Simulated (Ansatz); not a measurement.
## A computed series for Ti3Al: pressure series

Start from Ti3Al (space group P6_3/mmc, No. 194; a = 5.755 Å, c = 4.655 Å).

Cell and atoms are relaxed at each pressure.

Level of theory: PBE (Ansatz, an electronic-structure program; PAW; 420 eV plane waves; no spin-orbit coupling), earlier PAW set.

```csv
P (GPa),V (Å³/atom)
-2.00,16.996
-1.00,16.840
3.00,16.278
7.01,15.793
15.01,14.988
30.00,13.852
50.00,12.754
75.00,11.751
100.00,10.987
```

Q: Fit a third-order Birch–Murnaghan equation of state.

A: Least squares on P(V) = (3B₀/2)[(V₀/V)^(7/3) − (V₀/V)^(5/3)]·[1 + (3/4)(B₀′ − 4)((V₀/V)^(2/3) − 1)] gives V₀ = 16.69 Å³/atom, B₀ = 116 GPa and B₀′ = 3.5.

Load acts through the strain it causes; cell and atoms are relaxed under it. No phonon test of stability was made. Competing high-pressure phases were not computed. The final runs are not spin-polarised.
